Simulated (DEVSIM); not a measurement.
Device: abrupt GaAs p-n junction, at 300 K.

Layer 1 from the left is GaAs, thickness (μm) 2.10, Na (cm⁻³) 8.7e15, τn (s) 4.5e-8, τp (s) 4.5e-8. Layer 2 from the left is GaAs, thickness (μm) 2.20, Nd (cm⁻³) 6.3e15, τn (s) 4.5e-8, τp (s) 4.5e-8.

Left contact: ohmic. Right contact: ohmic. Voltage is applied to the left contact. Recombination: SRH at mid-gap, Auger. Mobility is constant in doping.

Constants are typed, rounded textbook-type inputs, not results; the design itself was drawn at random and stands for no fabricated device. Values at 300 K.

GaAs: gap (eV) 1.424, affinity (eV) 4.07, permittivity 12.9, Nc (cm⁻³) 4.7e17, Nv (cm⁻³) 9e18, μn (cm²/Vs) 8500, μp (cm²/Vs) 400, Cn (cm⁶/s) 1e-30, Cp (cm⁶/s) 1e-30.

Model (solved in DEVSIM): 1D drift-diffusion, Boltzmann statistics, complete ionisation; no tunnelling, impact ionisation, image-force lowering or self-heating.

Dark forward current:

| |V| (V) | |J| (A/cm²) |
|---|---|
| 0.05 | 1.987e-11 |
| 0.10 | 6.923e-11 |
| 0.15 | 2.007e-10 |
| 0.20 | 5.562e-10 |
| 0.25 | 1.522e-9 |
| 0.30 | 4.156e-9 |
| 0.35 | 1.139e-8 |
| 0.40 | 3.148e-8 |
| 0.45 | 8.880e-8 |
| 0.50 | 2.617e-7 |
| 0.55 | 8.424e-7 |
| 0.60 | 3.159e-6 |
| 0.65 | 1.444e-5 |
| 0.70 | 7.903e-5 |
| 0.75 | 0.0004866 |
| 0.80 | 0.003184 |
| 0.85 | 0.02142 |
| 0.90 | 0.1457 |
| 0.95 | 0.9936 |
| 1.00 | 6.724 |
| 1.05 | 43.17 |
| 1.10 | 223.7 |
| 1.15 | 770.5 |
| 1.20 | 1839 |
| 1.25 | 3476 |

Q: Work out the local ideality factor n = ΔV / (kT/q · ln(J2/J1)) between the rows 0.15 and 0.20 V, 0.90 and 0.95 V, 1.20 and 1.25 V.

A: kT/q = 25.85 mV. From 0.15 to 0.20 V: ln(5.562e-10/2.007e-10) = 1.019, n = 1.90, near the 2 of recombination in the depletion region. From 0.90 to 0.95 V: ln(0.9936/0.1457) = 1.920, n = 1.01, near the 1 of diffusion or emission over a barrier. From 1.20 to 1.25 V: ln(3476/1839) = 0.637, n = 3.04.

Q: Estimate the current at 0.90 V from the Shockley equation with J0 = Σ q ni² D/(N L) coth(W/L), τ joining the SRH, radiative and Auger lifetimes that are on, and W taken as the whole layer.

A: ni² = 5.04e12 cm⁻⁶; electrons in the p layer: μ = 8500 cm²/Vs, D = 220 cm²/s, τ = 4.50e-8 s, L = 31.4 μm, W/L = 0.067, term 9.72e-17 A/cm²; holes in the n layer: μ = 400 cm²/Vs, D = 10.3 cm²/s, τ = 4.50e-8 s, L = 6.82 μm, W/L = 0.32, term 6.23e-18 A/cm². J0 = 1.03e-16 A/cm², and J = J0 exp(qV/kT) = 0.137 A/cm². The simulation gives 0.146 A/cm²; the estimate lies 6.3 % below. The estimate leaves out recombination in the depletion region and that region's share of W.
